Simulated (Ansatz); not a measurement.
Take TaN in the rock salt structure (space group Fm-3m, No. 225; a = 4.416 Å) as the base.

(Cell as relaxed with PBE.)

Levels (all Ansatz, an electronic-structure program, PAW, earlier PAW set): PBE (420 eV, spin-orbit coupling left out); r2SCAN (500 eV, no SOC).

Each level relaxes its own structure.

```json
[
 {"base": "volume per atom", "PBE": "10.77 Å³", "r2SCAN": "10.62 Å³"},
 {"base": "lattice parameter a", "PBE": "4.416 Å", "r2SCAN": "4.396 Å"},
 {"base": "band gap", "PBE": "zero", "r2SCAN": "zero"}
]
```

Now apply this change: a hydrostatic pressure of 4.2 GPa.

```csv
quantity,PBE,r2SCAN
volume per atom,10.63 Å³,___
band gap,zero,___
```

Problem. Given the PBE results, estimate those of r2SCAN.

Solution. 
- volume per atom, r2SCAN: 10.50 Å³
- band gap, r2SCAN: zero

PBE's volume per atom lies 0.137 Å³ above r2SCAN's (1.3 %); the two agree on the band gap. Neither level is exact; r2SCAN is the comparison here, not a measurement.

Load acts through the strain it causes; cell and atoms are relaxed under it. Whether these cells are dynamically stable was not tested. All final runs are without spin polarisation. This is not the structure that TaN has at room temperature and ambient pressure.
